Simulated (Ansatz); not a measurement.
fcc Al (0 0 1) on zinc-blende InP (0 0 1) (film strained to the substrate, faces as cut)

A periodic stack without vacuum, fcc Al (0 0 1) on zinc-blende InP (0 0 1) (film strained to the substrate, faces as cut): substrate slab In6P5, film Al12, surface cells [[1, 0], [1, 1]] and [[0, -1], [2, 1]], film strained by +4.3 and +4.3 %, faces In/In and Al/Al as cut (like faces can put a slab off its formula).

The start was prepared with a machine-learned potential, and the result is one local minimum, with the in-plane cell held and forces under 0.04 eV/Å; the film can end far from its bulk form.

Level of theory: PBE (plane waves to 420 eV, PAW; Ansatz, a program for electronic structure). Scalar-relativistic, without spin–orbit coupling; the runs are not spin-polarised; PBE gaps are too small against experiment. Its k-point mesh 7×7×1, Fermi–Dirac width 0.05 eV.

interface area: 17.8 Å²
period: 29.06 Å
gaps between the outermost planes at the two interfaces: 2.09 and 2.07 Å
Al–In contacts across the interfaces within 1.22 times the sum of covalent radii: 8, mean 3.00 Å
estimate of the barrier: withheld, since the Fermi level falls at or inside a band of the host, which a slab this thin can't settle

```yaml
crystal:
  lattice:
    - [4.21403, -0.00014, -0.05275]
    - [-0.00018, 4.21428, -0.02580]
    - [-1.77245, 0.17193, 29.08313]
  atoms:
    - { symbol: In, position: [0.14884, 0.95446, 0.13804] }
    - { symbol: In, position: [0.59802, 0.45357, 0.03231] }
    - { symbol: In, position: [0.25273, 0.95501, 0.34320] }
    - { symbol: In, position: [0.70059, 0.45479, 0.24063] }
    - { symbol: In, position: [0.35641, 0.95441, 0.55152] }
    - { symbol: In, position: [0.80436, 0.45514, 0.44577] }
    - { symbol: P, position: [0.12469, 0.45429, 0.08619] }
    - { symbol: P, position: [0.22661, 0.45493, 0.29194] }
    - { symbol: P, position: [0.67469, 0.95467, 0.18936] }
    - { symbol: P, position: [0.33057, 0.45461, 0.49756] }
    - { symbol: P, position: [0.77880, 0.95507, 0.39449] }
    - { symbol: Al, position: [0.42730, 0.95310, 0.69223] }
    - { symbol: Al, position: [0.92543, 0.45269, 0.69012] }
    - { symbol: Al, position: [0.89248, 0.95257, 0.62330] }
    - { symbol: Al, position: [0.39318, 0.45319, 0.62655] }
    - { symbol: Al, position: [0.49580, 0.95317, 0.82535] }
    - { symbol: Al, position: [0.99587, 0.45337, 0.82521] }
    - { symbol: Al, position: [0.96156, 0.95311, 0.75888] }
    - { symbol: Al, position: [0.46073, 0.45309, 0.75830] }
    - { symbol: Al, position: [0.56598, 0.95418, 0.96119] }
    - { symbol: Al, position: [0.06272, 0.45383, 0.95721] }
    - { symbol: Al, position: [0.03176, 0.95366, 0.89424] }
    - { symbol: Al, position: [0.52927, 0.45348, 0.89161] }
```
